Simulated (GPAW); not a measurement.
A self-consistent single point of Y2GaNi2 (Immm, 5 atoms in the cell) with GPAW.

Method: PBEsol, GPAW PAW datasets PBEsol (made by gpaw-setup) (plane waves; GPAW).

The change in words: lattice scaled by 0.98. Reference geometry:
```
Y2GaNi2
1.0
   -2.08559     2.66544     4.12435
    2.08559    -2.66544     4.12435
    2.08559     2.66544    -4.12435
Y Ga Ni
2 1 2
Direct
  0.70213   0.20213   0.50000
  0.29787   0.79787   0.50000
  0.00000   0.00000   0.00000
  0.26759   0.50000   0.76759
  0.73241   0.50000   0.23241
```

Reference input (self-consistent single point, DFT PBEsol, plane waves, GPAW PAW datasets PBEsol (made by gpaw-setup)): mode = pw; ecut = 850 eV; xc = PBEsol; kpts = 6 6 6; mesh shift (steps) = 0 0 0; occupations.name = fermi-dirac; occupations.width = 0.1 eV; nbands = -9; convergence.forces = 0.001 eV/Å; symmetry.symmorphic = false; symmetry.tolerance = 0.0005; maxiter = 100. This run's input differs from it in these lines:

```diff
@@ -5,5 +5,5 @@
 atoms = Atoms(['Y', 'Y', 'Ga', 'Ni', 'Ni'],
-              cell=[[-2.085585, 2.665440, 4.124350],
-                    [2.085585, -2.665440, 4.124350],
-                    [2.085585, 2.665440, -4.124350]],
+              cell=[[-2.043873, 2.612131, 4.041863],
+                    [2.043873, -2.612131, 4.041863],
+                    [2.043873, 2.612131, -4.041863]],
               scaled_positions=[[0.702130, 0.202130, 0.500000],
```

Output, abridged:

```
     iter     time        total  log10-change:
                         energy   eigst   dens  force
iter:   1 --:--:--   -34.691327
iter:   2 --:--:--   -33.247989   -0.39  -1.39
iter:   3 --:--:--   -32.522350   -0.76  -1.45
iter:   4 --:--:--   -34.002980   -0.94  -1.54
iter:   5 --:--:--   -32.369629   -0.80  -1.52
   [... 4 lines left out ...]
iter:  10 --:--:--   -32.359957   -1.50  -1.93
iter:  11 --:--:--   -32.485009   -1.78  -2.24
iter:  12 --:--:--   -32.338730   -2.23  -1.98
iter:  13 --:--:--   -32.336748   -3.29  -2.64
iter:  14 --:--:--   -32.337189c  -4.06  -2.76
iter:  15 --:--:--   -32.337084c  -3.19  -2.78
   [... lines left out ...]
iter:  19 --:--:--   -32.334657c  -5.39  -3.50
iter:  20 --:--:--   -32.334542c  -5.88  -3.84
iter:  21 --:--:--   -32.334505c  -6.21  -3.93
iter:  22 --:--:--   -32.334514c  -7.35  -3.96
iter:  23 --:--:--   -32.334500c  -6.94  -4.02c
iter:  24 --:--:--   -32.334496c  -7.92c -4.06c
iter:  25 --:--:--   -32.334497c  -6.82  -4.07c
iter:  26 --:--:--   -32.334481c  -7.04  -4.27c
iter:  27 --:--:--   -32.334470c  -7.02  -4.40c
iter:  28 --:--:--   -32.334464c  -7.61c -4.49c -2.19
iter:  29 --:--:--   -32.334460c  -6.94  -4.54c
iter:  30 --:--:--   -32.334457c  -7.88c -4.68c -2.29
iter:  31 --:--:--   -32.334457c  -8.83c -4.73c -3.17c
Converged after 31 iterations.

Dipole moment: (0.000000, 0.000000, -0.000000) |e|*Ang

Energy contributions relative to reference atoms: (reference = -319584.490499)

Kinetic:        +38.660026
Potential:      -27.824492
External:        +0.000000
XC:             -42.884023
Entropy (-ST):   -0.112783
Local:           -0.229576
SIC:             +0.000000
--------------------------
Free energy:    -32.390849
Extrapolated:   -32.334457

Showing only first 2 kpts
 Kpt  Band  Eigenvalues  Occupancy
  0    26      7.91983    1.99876
  0    27      7.93371    1.99858
  0    28      8.81579    0.34419
  0    29      8.86191    0.23176

  1    26      7.95164    1.99830
  1    27      8.02627    1.99642
  1    28      8.60218    1.27533
  1    29      9.24519    0.00566

Fermi level: 8.65870

No gap
   [... lines left out ...]
Energy (eV): -32.334457

Forces in eV/Ang:
  0 Y     0.00000    0.00000   -0.04014
  1 Y     0.00000    0.00000    0.04014
  2 Ga    0.00000    0.00000   -0.00000
  3 Ni    0.00000   -0.02443    0.00000
  4 Ni    0.00000    0.02443    0.00000

Stress tensor:
    -0.027813    -0.000000     0.000000
    -0.000000    -0.026541     0.000000
     0.000000     0.000000    -0.025852
Stress (GPa, Voigt): [-4.4561 -4.2523 -4.1419  0.      0.     -0.    ]
```

The run converged in 31 iterations. GPAW prints stress with tension positive. Against the reference run the free energy rises by 5.9 meV/atom, the pressure goes from -2.21 to 4.28 GPa and the largest force goes from 0.060 to 0.040 eV/Å.

The starting cell comes from a database of computed structures (which also holds hypothetical and non-ambient phases and stackings), without a prior relaxation at this level. For this run, on top of that: lattice scaled by 0.98. Spin polarisation is off. With a pressure of about 4 GPa the cell is away from its equilibrium volume at this level.

Cost on one core of a shared machine: roughly 7 min.
